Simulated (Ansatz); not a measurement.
The starting structures come from a database of crystals and need not be the phases stable at ambient conditions.

Inside the gap of an insulator the Bloch states are evanescent, with a wavenumber k + iκ along the transport direction.

```xyz
16
Lattice="4.5592 0.0000 0.0000 0.0000 13.8618 0.0000 0.0000 4.7745 6.5869" Properties=species:S:1:pos:R:3 pbc="T T T"
Ba     3.4194     1.6401     0.7130
Ba     1.1398    16.9961     5.8739
Ba     1.1398    11.5381     4.8063
Ba     3.4194     7.0982     1.7806
H      3.4194     9.7942     5.8596
H      1.1398     8.8420     0.7273
H      1.1398    13.9584     2.0426
H      3.4194     4.6779     4.5443
I      1.1398     7.8090     4.6773
I      3.4194    10.8272     1.9096
I      3.4194    14.4643     4.2971
I      1.1398     4.1719     2.2898
O      3.4194    10.7686     5.9504
O      1.1398     7.8677     0.6365
O      1.1398    14.1752     1.0884
O      3.4194     4.4611     5.4985
```

Space group of this cell: Pnma. The cell is taken as given; by r2SCAN its mean pressure is -1.3 GPa.

Transport runs along the normal of the first two printed cell vectors.

No gap correction and no spin-orbit coupling; mid-gap values are interpolated between computed energies.

Question: State the band gap and the smallest decay constant κ at mid-gap according to r2SCAN in Ansatz (a first-principles code).

Answer: Gap 4.63 eV on a 8×6×6 mesh; κ = 0.317 1/Å, at the zone centre.
